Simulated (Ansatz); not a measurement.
Start from PbO2 in the rutile structure (space group P4_2/mnm, No. 136; a = 4.998 Å, c = 3.412 Å).

Calculations: plane-wave PAW DFT at the PBEsol level (Ansatz, an electronic-structure program, 420 eV), no SOC.

One change was made to it. Results:

| quantity | base | after |
|---|---|---|
| lattice parameter a | 4.998 Å | 5.107 Å |
| band gap | zero | zero |

### Question
Which change produced these results?
A. Pb → Sn
B. Pb → Bi
C. O → S

### Answer
B, Pb → Bi. For comparison, the lattice parameter a in the other runs: O → S gives 6.282 Å; Pb → Sn gives 4.769 Å.

With Pb present, leaving out spin-orbit coupling can change the band edges. No phonon test of stability was made. As relaxed here, PbS2 is a hypothetical phase, not in the database extracts checked. For BiO2 in this form, whether it has been made was not checked. The final runs are not spin-polarised. Gaps under 0.05 eV, about the width of the smearing, are given as zero. The zero or small gap of PbO2 and PbS2 can change with the level of theory.
